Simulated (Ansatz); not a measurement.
We consider CsCl-type TiCo, described by PBE in Ansatz (plane waves, PAW).

Settings: plane-wave cutoff 520 eV, 18×18×18 k mesh, Fermi–Dirac smearing 0.05 eV, no spin polarisation, scalar-relativistic PAW data made under PBE.

Energies at three volumes about the minimum:

| V (Å³/atom) | E − E_lowest (meV/atom) |
|---|---|
| 12.860 | 3.05 |
| 13.123 | 0.00 |
| 13.385 | 2.81 |

### Question
Fit a parabola by hand: where is the minimum, what lattice constant follows, and what is the bulk modulus?

### Answer
Slopes: (0.00 − 3.05)/(13.123 − 12.860) = -11.597 and (2.81 − 0.00)/(13.385 − 13.123) = 10.725 meV/Å³. Curvature E″ = 2 × (10.725 − (-11.597))/(13.385 − 12.860) = 85.036 meV/Å⁶. From the middle of the first interval, the slope vanishes at V0 = 12.9915 − (-11.597)/85.036 = 13.128 Å³/atom. B = V0 E″ = 13.128 × 85.036 meV/Å³ × 0.1602 GPa per meV/Å³ = 179 GPa. With 2 atoms in the cube, a = (2 × 13.128)^(1/3) = 2.972 Å. The full Birch–Murnaghan fit to all volumes gives V0 = 13.124 Å³/atom and B0 = 179 GPa.

Measured, for comparison: bulk modulus 154 GPa, lattice constant a 2.995 Å (room temperature, no zero-point or thermal correction; as tabulated in Yamada et al. (2019), arXiv:1910.09660). Computed less measured: bulk modulus +16 %.

Ansatz is a quantum-chemistry and plane-wave program.
